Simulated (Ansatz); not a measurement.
# Effective masses and thermopower of Cs2PdF6 (Fm-3m)

Given:

```
CELL_PARAMETERS angstrom
      0.00000     4.48725     4.48725
      4.48725     0.00000     4.48725
      4.48725     4.48725     0.00000
ATOMIC_POSITIONS crystal
  Cs 0.25000 0.25000 0.25000
  Cs 0.75000 0.75000 0.75000
  Pd 0.00000 0.00000 0.00000
  F  0.21378 0.78622 0.21378
  F  0.78622 0.21378 0.78622
  F  0.21378 0.78622 0.78622
  F  0.78622 0.21378 0.21378
  F  0.21378 0.21378 0.78622
  F  0.78622 0.78622 0.21378
```

Level of theory: PBEsol, rigid bands (plane waves, PAW, scalar-relativistic; Ansatz, a first-principles code). Geometry: cell and atoms relaxed with PBEsol.

```
Property                                           Result
--------------------------------------------  -----------
band gap                                          2.33 eV
electron conductivity mass (300 K, dilute)         4.9 mₑ
effective density of states N_c (300 K)       5.8e20 cm⁻³
density-of-states mass, electrons                  8.1 mₑ
Seebeck coefficient, n-type 1e19 cm⁻³, 300 K    -535 μV/K
```

Rigid bands; masses and Seebeck coefficients take one relaxation time τ for all states and one kind of carrier; polarons and phonon drag are left out. Spin-orbit coupling is left out.

Formula and space group known from diffraction (Crystallography Open Database), not checked to be the room-temperature form: Cs2PdF6 (Fm-3m).
